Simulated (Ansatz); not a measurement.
**Response to strain in CdSe**

Start from CdSe in the wurtzite structure (space group P6_3mc, No. 186).

```yaml
crystal:
  lattice:
    - [4.30194, 0.00000, 0.00000]
    - [-2.15097, 3.72559, 0.00000]
    - [0.00000, 0.00000, 7.02103]
  atoms:
    - { symbol: Cd, position: [0.33333, 0.66667, 0.00013] }
    - { symbol: Cd, position: [0.66667, 0.33333, 0.50013] }
    - { symbol: Se, position: [0.33333, 0.66667, 0.37587] }
    - { symbol: Se, position: [0.66667, 0.33333, 0.87587] }
```

Cartesian axes are those of the cell as printed.

Strains are applied to the cell and any free atomic positions relax.

Calculations: PBEsol, PAW, 420 eV (Ansatz, an electronic-structure program; no spin-orbit coupling).

Notes on the quantities. energy relative to the base: free energy F.

| uniaxial strain ε_zz (%) | energy relative to the base (meV/atom) |
|---|---|
| -3 | 6.6 |
| -2.4 | 4.2 |
| -1.2 | 1.1 |
| -0.6 | ? |
| 0 | 0.0 |

**Question.** Fit ΔE = Aε² + Bε³ (ε in %) to the rows shown and predict the withheld row.

**Answer.** Least squares on the printed values gives A = 0.742 and B = 0.0033 meV/atom (largest residual 0.0 meV/atom); this predicts 0.3 meV/atom, and the run gives 0.3 meV/atom, in agreement.

Stability against distortions was not tested.
